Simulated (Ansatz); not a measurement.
# Several settings converged on a (100) slab of La (cut from a parent of space group no. 194; 12 atoms in the cell)

```yaml
crystal:
  lattice:
    - [3.75115, 0.00000, 0.00000]
    - [0.00000, 12.09920, 0.00000]
    - [0.00000, 0.00000, 22.66288]
  atoms:
    - { symbol: La, position: [0.50000, 0.00000, 0.35666] }
    - { symbol: La, position: [0.50000, 0.50000, 0.35666] }
    - { symbol: La, position: [0.00000, 0.75000, 0.30888] }
    - { symbol: La, position: [0.00000, 0.25000, 0.40444] }
    - { symbol: La, position: [0.00000, 0.00000, 0.50000] }
    - { symbol: La, position: [0.00000, 0.50000, 0.50000] }
    - { symbol: La, position: [0.50000, 0.75000, 0.45222] }
    - { symbol: La, position: [0.50000, 0.25000, 0.54778] }
    - { symbol: La, position: [0.50000, 0.00000, 0.64335] }
    - { symbol: La, position: [0.50000, 0.50000, 0.64335] }
    - { symbol: La, position: [0.00000, 0.75000, 0.59556] }
    - { symbol: La, position: [0.00000, 0.25000, 0.69112] }
```

Base method: PBEsol, default PAW files made with PBE (plane waves; Ansatz, a program for electronic structure).

Base settings: basis.ecutwfc = 420 eV; kpoints.mp_grid.grid = 4 2 1; hamiltonian.xc = pbesol; hamiltonian.pseudopotentials = {kind: paw} (the program's default PAW files); scf.occupations.method = fermi_dirac; scf.occupations.width = 0.1 eV.

The count of work is k-points × plane waves × bands × iterations; it is no time. Core times come from one kind of shared machine, to one figure; runs under 30 s give none.

**The vacuum**

The mesh stays at the base's, so the ladder's end is converged at best in this setting alone.

Only quantities that move along the ladder and can be compared are tabulated.

```tsv
vacuum between outermost atoms (Å)	free energy less the last step's (meV/atom)	largest difference of a force vector from the last step's (eV/Å)	count of work / last	core time / last (rough)
3.0	-144.71	0.643	0.34	–
4.0	-60.24	0.352	0.33	0.3
5.0	-20.64	0.165	0.35	–
6.0	-5.65	0.062	0.42	0.3
7.0	-1.55	0.019	0.40	0.3
8.0	-0.59	0.008	0.43	–
10.0	-0.15	0.002	0.48	0.4
14.0	-0.02	0.000	0.59	0.7
20.0	0.00	0.000	0.74	0.7
30.0	0.00	0.000	1.0	1
```

Smallest vacuum between outermost atoms (Å) that holds the free energy within 5 meV/atom of the last step, with all finer ones: 7.0, at 0.40 of the last step's count of work and about 0.3 of the last step's time; the step before is off by 5.7 meV/atom.

Smallest vacuum between outermost atoms (Å) that holds the forces within 0.005 eV/Å of the last step, with all finer ones: 10.0, at about 0.4 of the last step's time; the step before is off by 0.008 eV/Å.

**The k-point mesh**

Only quantities that move along the ladder and can be compared are tabulated.

| kpoints.mp_grid.grid | free energy less the last step's (meV/atom) | largest difference of a force vector from the last step's (eV/Å) | count of work / last | core time / last (rough) |
|---|---|---|---|---|
| 2 1 1 | -328.44 | 0.322 | 0.037 | – |
| 3 1 1 | 1.03 | 0.129 | 0.037 | – |
| 4 1 1 | 77.71 | 0.154 | 0.056 | – |
| 4 2 1 | 30.03 | 0.113 | 0.11 | 0.1 |
| 6 2 1 | -2.65 | 0.019 | 0.15 | 0.09 |
| 8 3 1 | 0.43 | 0.009 | 0.21 | 0.2 |
| 10 4 1 | 0.20 | 0.004 | 0.34 | 0.4 |
| 14 5 1 | 0.04 | 0.002 | 0.50 | 0.4 |
| 19 6 1 | 0.01 | 0.000 | 0.92 | 1 |
| 23 7 1 | 0.00 | 0.000 | 1.0 | 1 |

Coarsest kpoints.mp_grid.grid that holds the free energy within 5 meV/atom of the last step, with all finer ones: 6 2 1, at 0.15 of the last step's count of work and about 0.09 of the last step's time; the step before is off by 30 meV/atom.

Coarsest kpoints.mp_grid.grid that holds the forces within 0.01 eV/Å of the last step, with all finer ones: 8 3 1, at 0.21 of the last step's count of work and about 0.2 of the last step's time; the step before is off by 0.019 eV/Å.

**The plane-wave cutoff**

The mesh stays at the base's, so the ladder's end is converged at best in this setting alone.

Only quantities that move along the ladder and can be compared are tabulated.

```csv
basis.ecutwfc,free energy less the last step's (meV/atom),largest difference of a force vector from the last step's (eV/Å)
210 eV,745.80,0.056
250 eV,237.53,0.014
295 eV,46.92,0.003
355 eV,2.61,0.000
420 eV,0.32,0.000
505 eV,0.12,0.000
630 eV,0.05,0.000
840 eV,0.00,0.000
```

Coarsest basis.ecutwfc that holds the forces within 0.01 eV/Å of the last step, with all finer ones: 295 eV; the step before is off by 0.014 eV/Å.

Coarsest basis.ecutwfc that holds the free energy within 1 meV/atom of the last step, with all finer ones: 420 eV; the step before is off by 2.6 meV/atom.

On the base run: the starting cell has typed, rounded lattice constants, without a prior relaxation at this level. The slab is cut from that crystal, and its faces are unrelaxed. Its lattice was rescaled by up to half a per cent. Without a gap this mesh is coarse (it stands for a supercell whose shortest in-plane vector is 15 Å).

Keys are those of Ansatz 0.2.
